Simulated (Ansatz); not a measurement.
Consider the following.

End structure of the (0001) surface of hcp Co, ferromagnetic, one row in 3 of the top plane missing (bottom of the slab: a bare face, its two planes held):

```xyz
17
Lattice="2.4929 0.0000 0.0000 -3.7394 6.4768 0.0000 0.0000 0.0000 26.5000" Properties=species:S:1:pos:R:3 pbc="T T T"
Co     1.2465     0.7196     8.2092
Co     0.0000     2.8786     8.2092
Co    -1.2465     5.0375     8.2092
Co     0.0000     1.4393    10.2255
Co    -1.2465     3.5982    10.2255
Co    -2.4929     5.7571    10.2255
Co     1.2461     0.7237    12.2638
Co    -0.0005     2.8744    12.2577
Co    -1.2469     5.0389    12.2641
Co    -0.0003     1.4229    14.2780
Co    -1.2468     3.5967    14.2594
Co    -2.4933     5.7693    14.2698
Co     1.2453     0.7511    16.3560
Co    -0.0010     2.8466    16.2830
Co    -1.2474     5.0404    16.2662
Co    -1.2473     3.6217    18.1651
Co    -2.4936     5.7059    18.2028
```

Model: 17-atom slab, 10.1 Å thick at the start with caps and adatoms (thin: gaps and levels are the slab's own), 17x6x1 mesh, Fermi-Dirac 0.1 eV, dipole correction, 6 atoms held, the rest relaxed; no symmetry held; spin-polarised, ending with about 28.5 μB a cell; orders that need a larger cell were not tried, no spin-orbit, no U. In PBE it is, or lies within 0.01 eV a 1x1 cell of, the lowest of the 2 structures of its composition computed so far; subsurface sites and larger cells were not tried.

Task: Estimate the work function of the top face that PBE run with Ansatz (a program for electronic structure) returns for this input.

Result: 4.33 eV
